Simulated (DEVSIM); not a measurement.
System: illuminated Si n-on-p cell, one wavelength, with a back-surface field, at 250 K.

Layer 1 from the left is Si, thickness (μm) 0.290, Nd (cm⁻³) 2.7e18, τn (s) 4.3e-6, τp (s) 1.4e-5, absorption coefficient (cm⁻¹) 170. Layer 2 from the left is Si, thickness (μm) 240, Na (cm⁻³) 3.1e16, τn (s) 0.00036, τp (s) 0.00036, absorption coefficient (cm⁻¹) 170. Layer 3 from the left is Si, thickness (μm) 0.430, Na (cm⁻³) 9.9e18, τn (s) 0.00036, τp (s) 0.00036, absorption coefficient (cm⁻¹) 170.

Left contact: ohmic, minority hole recombination velocity 400 cm/s. Right contact: ohmic, minority electron recombination velocity 4e6 cm/s. Voltage is applied to the left contact. Recombination: SRH at mid-gap, radiative, Auger. Light enters at the left, 8.1e16 photons cm⁻² s⁻¹, one pass, no reflection. Mobility is constant in doping.

The device is made up for the run: typed textbook-type constants, with dimensions and the other settings drawn at random. Values at 300 K; Nc and Nv go as T^1.5, mobilities as T to minus their exponent, the gap by Varshni's rule with the affinity fixed.

Si: gap (eV) 1.124, affinity (eV) 4.05, permittivity 11.7, Nc (cm⁻³) 2.86e19, Nv (cm⁻³) 3.1e19, μn (cm²/Vs) 1417, μp (cm²/Vs) 470, T exponent of μn 2.3, T exponent of μp 2.2, B (cm³/s) 4.7e-15, Cn (cm⁶/s) 2.8e-31, Cp (cm⁶/s) 9.9e-32, Varshni α (eV/K) 0.000473, Varshni β (K) 636.

DEVSIM, 1D drift-diffusion, Boltzmann statistics, complete ionisation; no tunnelling, impact ionisation, image-force lowering or self-heating.

Task: What does the simulation give for the open-circuit voltage, the dark forward voltage at 1 A/cm²?

Result: open-circuit voltage 0.717 V; dark forward voltage at 1 A/cm² 0.816 V.
